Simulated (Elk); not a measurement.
Input and output of a self-consistent single point for NbZn₃ (Pm-3m, 4 atoms in the cell) (Elk).

Method of the run: PBEsol, all-electron FP-LAPW, Elk's shipped species files, LAPW+lo basis run with Elk 10.2.4.

The change in words: lattice scaled by 0.98. Reference geometry:
```xyz
4
Lattice="3.9100 0.0000 0.0000 0.0000 3.9100 0.0000 0.0000 0.0000 3.9100" Properties=species:S:1:pos:R:3 pbc="T T T"
Nb     0.0000     0.0000     0.0000
Zn     1.9550     0.0000     1.9550
Zn     0.0000     1.9550     1.9550
Zn     1.9550     1.9550     0.0000
```

Reference input (self-consistent single point, DFT, PBEsol, all-electron FP-LAPW, Elk's shipped species files, LAPW+lo basis): xctype = 22; rgkmax = 8; stype = 3; swidth = 0.00367493 Ha; ngridk = 7 7 7; gmaxvr = 14 1/bohr; nxoapwlo = 1. This run's input differs from it in these lines:

```diff
@@ -22,5 +22,5 @@
 avec
-    7.3887913528    0.0000000000    0.0000000000
-    0.0000000000    7.3887913528    0.0000000000
-    0.0000000000    0.0000000000    7.3887913528
+    7.2410147698    0.0000000000    0.0000000000
+    0.0000000000    7.2410147698    0.0000000000
+    0.0000000000    0.0000000000    7.2410147698
```

Output (repeated stretches shortened):

```
│ Self-consistent loop started │
│ Loop number : 1 │
 total energy                :     -9194.57060476
│ Loop number : 2 │
 total energy                :     -9195.25402853
RMS change in Kohn-Sham potential (target) :   0.1791294523     (  0.1000000000E-05)
Absolute change in total energy (target)   :   0.6834237702     (  0.1000000000E-03)
│ Loop number : 3 │
 total energy                :     -9195.73248883
RMS change in Kohn-Sham potential (target) :   0.1739815604     (  0.1000000000E-05)
Absolute change in total energy (target)   :   0.6493162464     (  0.1000000000E-03)
│ Loop number : 4 │
   [... lines left out ...]
Absolute change in total energy (target)   :   0.4533942629E-03 (  0.1000000000E-03)
│ Loop number : 15 │
 total energy                :     -9202.69447026
RMS change in Kohn-Sham potential (target) :   0.1900516506E-06 (  0.1000000000E-05)
Absolute change in total energy (target)   :   0.1778525402E-03 (  0.1000000000E-03)
│ Loop number : 16 │
 total energy                :     -9202.69446096
RMS change in Kohn-Sham potential (target) :   0.1331128908E-06 (  0.1000000000E-05)
Absolute change in total energy (target)   :   0.3516616016E-04 (  0.1000000000E-03)
Convergence targets achieved

│ Loop number : 17 │

Energies :
 Fermi                       :     0.323940388870
 total energy                :     -9202.69446559

Density of states at Fermi energy :    31.77760581
 (states/Hartree/unit cell)

Estimated indirect band gap :   0.8699980588E-02
 from k-point      2 to k-point      9
Estimated direct band gap   :   0.2409334707E-01
 at k-point      2

Charges :
 core                        :    64.00000000
 valence                     :    67.00000000
 interstitial                :    4.179519247
 muffin-tins (core leakage)
  species :    1 (Nb)
   atom    1                 :    39.31525748     (  0.9386652309E-06)
  species :    2 (Zn)
   atom    1                 :    29.16840776     (  0.8352750681E-04)
   atom    2                 :    29.16840776     (  0.8352750681E-04)
   atom    3                 :    29.16840776     (  0.8352750681E-04)
 total in muffin-tins        :    126.8204808
 total calculated charge     :    130.9747300
 total charge                :    131.0000000
 error                       :   0.2526999229E-01

│ Self-consistent loop stopped │
```

The run converged in 17 iterations. The count includes the last loop, which Elk runs after its targets are met. Against the reference run the free energy goes up by 1.9 meV/atom.

The starting cell comes from a database of computed structures (which also holds hypothetical and non-ambient phases and stackings), without a prior relaxation at this level. For this run, on top of that: lattice scaled by 0.98. Spin polarisation is off. Values depend on the basis (sphere radii, cutoffs, local orbitals), which need not be converged. The log's line on a gap gives a spacing of levels on this mesh, which the program prints for metals too.
